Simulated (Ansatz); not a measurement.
We consider BaTe (Pm-3m, No. 221, 2 atoms in the cell; start mp-2600; a measured phase of this formula has another space group), described by HSE06 (Ansatz, an electronic-structure program, PAW).

Settings: plane-wave cutoff 520 eV, 6×6×6 k mesh, scalar-relativistic PAW data made under PBE.

Computed at the level's own relaxed cell.

```xyz
2
Lattice="4.2263 0.0000 0.0000 0.0000 4.2263 0.0000 0.0000 0.0000 4.2263" Properties=species:S:1:pos:R:3 pbc="T T T"
Ba     0.0000     0.0000     0.0000
Te     2.1131     2.1131     2.1131
```

Question: Give the elastic tensor (Voigt notation, GPa, ions relaxed, in the Cartesian axes of the cell as printed).

Answer: 
```
   85.8     8.0     8.0     0.0     0.0     0.0
    8.0    85.8     8.0     0.0     0.0     0.0
    8.0     8.0    85.8     0.0     0.0     0.0
    0.0     0.0     0.0     8.6     0.0     0.0
    0.0     0.0     0.0     0.0     8.6     0.0
    0.0     0.0     0.0     0.0     0.0     8.6
```

Note: the relaxation could not lower the start's symmetry, so the cell can be a saddle point above a distorted one.

Static lattice: no zero-point or thermal effects.

A start named mp-… is a Materials Project structure, which need not be a measured phase.
